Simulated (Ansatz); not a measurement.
# A computed series for TaN: pressure series

The parent structure is TaN in the rock salt structure (space group Fm-3m, No. 225).

```
TaN
1.0
    0.00000     2.19815     2.19815
    2.19815     0.00000     2.19815
    2.19815     2.19815     0.00000
N Ta
1 1
Direct
  0.00000   0.00000   0.00000
  0.50000   0.50000   0.50000
```

Cell and atoms are relaxed at each pressure.

Method: r2SCAN (Ansatz, a program for electronic structure, PAW, without spin-orbit coupling).

```tsv
pressure (GPa)	volume per atom (Å³/atom)
-2	10.683
-1	10.652
0	10.621
0.3	?
0.7	10.600
1.5	10.577
3	10.533
5	10.476
7.5	10.407
```

Q: Fit the third-order Birch–Murnaghan form P(V) = (3B₀/2)[(V₀/V)^(7/3) − (V₀/V)^(5/3)]·[1 + (3/4)(B₀′ − 4)((V₀/V)^(2/3) − 1)] (squares taken in P) to the rows shown and predict the withheld row.

A: Least squares on the printed values gives V₀ = 10.621 Å³/atom, B₀ = 352 GPa, B₀′ = 4.4; this predicts 10.612 Å³/atom, and the run gives 10.612 Å³/atom, in agreement.

Load acts through the strain it causes; cell and atoms are relaxed under it. Stability against distortions was not tested. Competing high-pressure phases were not computed. All final runs are without spin polarisation. This is not the structure that TaN has at room temperature and ambient pressure.
